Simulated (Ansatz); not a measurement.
## TiSi2, response to strain

The reference is TiSi$_{2}$ (space group Cmcm, No. 63; a = 3.5461 Å, b = 13.5634 Å, c = 3.5798 Å). Axes: x, y, z lie along a, b, c of the conventional cell.

Strains are applied to the cell and any free atomic positions relax; under biaxial strain the out-of-plane vector relaxes too.

All numbers come from Kohn–Sham DFT with the PBE functional, run in Ansatz (a first-principles code) with PAW and 420 eV plane waves, no SOC.

Notes on the quantities. pressure: mean of the normal stresses, compression positive.

| variant | pressure | shortest interatomic distance |
|---|---|---|
| base | 0.0 GPa | 2.404 Å |
| biaxial strain −1.46 %, plane normal [001], relaxed out of plane | 2.5 GPa | 2.405 Å |
| biaxial strain +4.80 %, plane normal [001], relaxed out of plane | -6.5 GPa | 2.413 Å |
| uniaxial strain ε_zz = −2.81 % | [?] | [?] |

Problem. What belongs in the blanks?

Solution. 
- uniaxial strain ε_zz = −2.81 %, pressure: 4.7 GPa
- uniaxial strain ε_zz = −2.81 %, shortest interatomic distance: 2.380 Å

Without a gap, meshes like the base's 14×14×13 leave anisotropic stresses uncertain by several tenths of a GPa, and small strain energies with them. Whether these cells are dynamically stable was not tested. The final runs are not spin-polarised.
